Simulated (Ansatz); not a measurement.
Start from CdSe in the wurtzite structure (space group P6_3mc, No. 186; a = 4.383 Å, c = 7.154 Å). Axes: x lies along a and z along c of the hexagonal cell.

(Cell as relaxed with PBE.)

Levels (all Ansatz, a quantum-chemistry and plane-wave program, PAW): PBE (420 eV, spin-orbit coupling left out); r2SCAN (500 eV, scalar-relativistic without spin-orbit coupling).

Each level relaxes its own structure.

| base | PBE | r2SCAN |
|---|---|---|
| volume per atom | 29.75 Å³ | 28.86 Å³ |
| lattice parameter a | 4.383 Å | 4.340 Å |
| band gap | 0.54 eV | 1.11 eV |

Now apply this change: compressive biaxial strain of 3.28 % in the plane normal to [001], as in epitaxy on a mismatched substrate; the out-of-plane cell vector and the atoms relax.

```csv
quantity,PBE,r2SCAN
out-of-plane strain,+2.78 %,+2.98 %
band gap,0.47 eV,1.00 eV
electron mass,"0.063 mₑ out of plane, 0.057 mₑ in plane (at Γ)","0.090 mₑ out of plane, 0.10 mₑ in plane (at Γ)"
"valence-band top at Γ (three highest levels, from the VBM)","0.00, 0.00, -0.35 eV","0.00, 0.00, -0.37 eV"
```

PBE's out-of-plane strain lies 0.209 % below r2SCAN's; PBE's band gap lies 0.53 eV below r2SCAN's. Neither level is exact; r2SCAN is the comparison here, not a measurement.

Effective masses come from finite differences of ±0.01 Å⁻¹. No phonon test of stability was made.
